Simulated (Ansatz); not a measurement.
# Alloy series in CuI

The parent structure is CuI in the zinc blende structure (space group F-43m, No. 216; a = 6.079 Å).

The other end (x = 1) is AgI in the zinc blende structure (space group F-43m, No. 216): 36.40 Å³/atom, gap 1.34 eV.

Ag replaces a fraction x of Cu; each row is one arrangement (x, atoms in the cell, starting space group or random), fully relaxed.

Level of theory: Ansatz (an electronic-structure program) PBE, without spin-orbit coupling.

Candidates:
(a) x(Ag) = 0.75, 8 atoms, Amm2
(b) x(Ag) = 0.25, 8 atoms, P-4m2
(c) x(Ag) = 0.25, 8 atoms, P-43m

For the base:

```
Item                Value
---------------  --------
Volume per atom  28.09 Å³
```

Task: Order them by volume per atom, lowest first.

Result: (b) x(Ag) = 0.25, 8 atoms, P-4m2 (29.97 Å³), (c) x(Ag) = 0.25, 8 atoms, P-43m (30.02 Å³), (a) x(Ag) = 0.75, 8 atoms, Amm2 (34.11 Å³)

These are small ordered cells, not random alloys; other orderings at the same x differ. With I present, leaving out spin-orbit coupling can change the band edges. No phonon test of stability was made. The final runs are not spin-polarised.
